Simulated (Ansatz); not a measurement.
Li on the 1x1 (110) surface of zinc-blende InP (cut with top plane In + P), one in a 2x1 cell, energies for each (50.2 Å²). Energies are against an atom of bcc Li, without zero-point or thermal terms; each row is named by its start.

Host crystal: zinc-blende InP, with a band gap (PBE, scalar-relativistic without spin-orbit coupling).

Computed with PBE (plane waves to 420 eV, PAW; Ansatz, a program for electronic structure).

Set-up: 21 atoms, 8.9 Å thick at the start under the adsorbate (thin: gaps and levels are the slab's own); mesh 3x4x1; 0.01 eV smearing; dipole correction on; 8 atoms held, the rest relaxed; each run with such symmetry as its start has; spin-polarised, no spin-orbit, no U, no dispersion correction.

A negative adsorption energy means that the adsorbate is more stable on the surface than in its reference. Starts that drift may end in the same place. Heights count from the host atoms within 0.3 Å of the top one. Moments of ungapped slabs depend on the mesh.

```tsv
starting site	E_ads (eV)	height (Å)	nearest host atom (Å)	bonded to	change of the vacuum step (eV)	lateral drift (Å)	moment (μB)
top P	0.02	0.09	P 2.53	3 In + P	-0.58	2.6	0.7
top In	-0.39	0.49	P 2.54	2 In + 2 P	-0.48	2.7	0.8
hollow In-In-P-P	0.02	0.09	P 2.53	3 In + P	-0.58	0.3	0.7
hollow beside P	0.02	0.10	P 2.54	3 In + P	-0.59	2.1	0.7
bridge In-P (span 5.2 Å)	-0.39	0.51	P 2.54	2 In + 2 P	-0.49	1.4	0.8
```
